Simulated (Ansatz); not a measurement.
YAu2 (I4/mmm), PBEsol, DFPT electron-phonon coupling, linearised Boltzmann equation (Ansatz, a program for electronic structure). Phonon-limited resistivity 11.2 μΩ·cm at 300 K along y (a = (-1.84, 1.84, 4.47) Å; b = (1.84, -1.84, 4.47) Å; c = (1.84, 1.84, -4.47) Å), 15.0 μΩ·cm at 400 K, current-weighted mean free path 15.6 nm, Drude plasma energy 4.82 eV.

**Question.** What is the classical skin depth at 10 GHz (nonmagnetic, μ₀ = 1.257×10⁻⁶ H/m)?

**Answer.** δ = √(ρ/(π f μ₀)) = 1680 nm.

**Question.** What Drude relaxation time do resistivity and plasma energy imply?

**Answer.** ω_p = 7.32e15 s⁻¹, so τ = 1/(ε₀ ω_p² ρ) = 18.8 fs, a damping ħ/τ of 35.0 meV.

**Question.** Estimate the electronic thermal conductivity at 300 K by the Wiedemann-Franz law (L₀ = 2.44×10⁻⁸ W·Ω/K²).

**Answer.** L₀T/ρ = 2.44×10⁻⁸ × 300/(11.2×10⁻⁸) = 65.4 W/(m·K). Inelastic scattering puts the true Lorenz number somewhat under L₀ near and below the Debye temperature.

A metal at this level (no band gap). Only scattering by harmonic phonons is included (no impurities, grain boundaries, electron-electron scattering or thermal expansion). Spin-orbit coupling is left out, which matters with elements this heavy. Halving the electron mesh (24x24x24) moves the resistivity by up to 2 % at 300 K, the mean free path by up to 2 %. Smearing 0.20 eV; phonons on a 5x5x5 q mesh, which this run doesn't test.

Computed structure with no diffraction record at hand here (it may be known, metastable or hypothetical): YAu2 (I4/mmm).
